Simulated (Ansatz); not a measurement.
Consider this model of amorphous W16Si12N24.

```
W4N6Si3
1.0
    8.24614     0.06260    -0.32397
    0.06260     8.48922     0.12569
   -0.32397     0.12569     8.76775
W Si N
16 12 24
Direct
  0.51148   0.98653   0.86155
  0.32463   0.81776   0.63117
  0.55262   0.72723   0.08372
  0.78884   0.76154   0.92361
  0.99451   0.66731   0.21844
  0.45864   0.42102   0.44082
  0.02947   0.94990   0.41343
  0.53370   0.22590   0.14226
  0.99185   0.98385   0.10668
  0.25697   0.71601   0.92794
  0.65690   0.82141   0.62249
  0.04380   0.93557   0.80477
  0.70898   0.67259   0.37602
  0.35262   0.48100   0.15008
  0.48676   0.06616   0.43346
  0.29708   0.78802   0.32354
  0.39960   0.37760   0.81107
  0.79396   0.13189   0.71351
  0.72552   0.45992   0.07528
  0.84496   0.33755   0.40861
  0.08380   0.61192   0.56030
  0.11698   0.27687   0.61061
  0.71666   0.95363   0.20097
  0.79037   0.42133   0.70734
  0.05292   0.33416   0.92895
  0.38103   0.96965   0.12819
  0.13295   0.27245   0.26178
  0.52032   0.63376   0.80431
  0.82312   0.01178   0.89720
  0.04619   0.19688   0.77705
  0.48140   0.61717   0.29002
  0.50543   0.22066   0.91131
  0.26135   0.99317   0.46344
  0.13376   0.47815   0.22920
  0.65089   0.25744   0.39245
  0.67509   0.90698   0.39877
  0.28554   0.61094   0.50229
  0.89543   0.98442   0.61032
  0.28160   0.95864   0.82540
  0.86548   0.45723   0.90340
  0.02847   0.77320   0.00379
  0.11445   0.71377   0.72503
  0.65831   0.54220   0.57848
  0.96691   0.43751   0.58577
  0.34381   0.24857   0.30249
  0.31936   0.32315   0.62637
  0.04802   0.21540   0.09075
  0.95259   0.72085   0.43656
  0.83434   0.48007   0.26426
  0.23433   0.44783   0.92246
  0.59673   0.06355   0.65530
  0.02800   0.21353   0.42470
```

All values below come from PBE, scalar-relativistic without spin-orbit coupling (plane waves to 420 eV, PAW; Ansatz, a program for electronic structure). Neutral PBE cell, which sets geometry, pressure and energy: sampling: a 2×2×2 Γ-centred mesh; Fermi-Dirac width 0.1 eV; no spin polarisation. The usual formal charges leave 72 electrons over, so the level spacing at the Fermi energy parts defect or band states and needn't be the band gap.

Preparation: random packing, a CHGNet melt and quench, and a DFT relaxation. N atoms were pushed apart under 1.9 Å during the dynamics, to hinder bonds among them. The hot cell started wider than the set density and was brought back towards it in steps. It is the lowest in DFT energy of 2 quenches. It is a model cell: composition and starting density were chosen by hand, and all elements were melted together. No dispersion term was used. Its density started from a set value of 11.61 and ended at 9.80 g/cm³. Cooling (nominally 450 K/ps over its main leg) ran many orders faster than in experiment, which tends to leave more defects and strain. A cell of this size samples the disorder only roughly. Volume and shape were free in the relaxation.

Q: Give the pressure, the energy against reference phases and the spacing of the highest filled and lowest empty levels.

A: 
The pressure on a 2×2×2 Γ-centred mesh comes out as 0.08 GPa. The largest force and stress component on that mesh (the relaxation ran on one k-point at (1/4, 1/4, 1/4)) is 0.35 eV/Å and 0.4 GPa and the energy relative to beta Si3N4 + W2N3 (Cm) + bcc W (lowest mix at this level among the phases computed, not always the ambient ones) is 0.553 eV/atom. The level spacing at the Fermi energy on a 2×2×2 Γ-centred mesh (PBE) comes out as within the smearing (under twice its width).

Cut-offs for bonds: W-W 3.04 Å, W-Si 2.74 Å, W-N 2.76 Å, Si-Si 2.60 Å, Si-N 2.30 Å, N-N 1.70 Å. Two cations that share two anions don't count as bonded, nor two that share one unless they lie closer than W-W 2.95 Å, W-Si 2.66 Å, Si-Si 2.38 Å.
